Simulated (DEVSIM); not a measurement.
Structure: Schottky contact on n-type GaN, at 300 K.

Layer 1 from the left is GaN, thickness (μm) 0.900, Nd (cm⁻³) 8.7e16, τn (s) 2.7e-8, τp (s) 2.7e-8.

Left contact: Schottky, work function 5.16 eV, emission velocity 6.9e6 cm/s. Right contact: ohmic. Voltage is applied to the left contact. Recombination: SRH at mid-gap, Auger. Mobility is μmin + (μ − μmin)/(1 + (N/Nref)^α).

The device is made up for the run: typed textbook-type constants, with dimensions and the other settings drawn at random. Values at 300 K.

GaN: gap (eV) 3.43, affinity (eV) 4.1, permittivity 9.5, Nc (cm⁻³) 2.3e18, Nv (cm⁻³) 4.6e19, μn (cm²/Vs) 1200, μp (cm²/Vs) 100, μn,min 55, μp,min 3, Nref,n 2e17, Nref,p 3e17, αn 1, αp 2, Cn (cm⁶/s) 1e-30, Cp (cm⁶/s) 1e-30.

Question: Estimate by hand the built-in potential, the peak field at zero bias, the capacitance at -0.6 V, and compare with a numerical solution.

Answer: 
- Built-in potential: barrier φB = 1.060 eV; Vbi = φB − kT/q ln(N_band/N) = 0.975 V; numerical 0.975 V.
- Peak field at zero bias: depletion approximation: W = √(2εVbi/(qN)) = 0.108 μm with N = 8.70e16 cm⁻³; field = 2Vbi/W = 180000 V/cm; numerical 177000 V/cm (estimate above by 1.8 %).
- Capacitance at -0.6 V: C = √(qεN / 2(Vbi + |V|)) = 61.0 nF/cm²; numerical 61.5 nF/cm² (estimate below by 0.81 %).

DEVSIM, 1D drift-diffusion, Boltzmann statistics, complete ionisation; no tunnelling, impact ionisation, image-force lowering or self-heating. Metal contacts follow the ideal Schottky-Mott rule: no Fermi-level pinning, no interface dipoles.
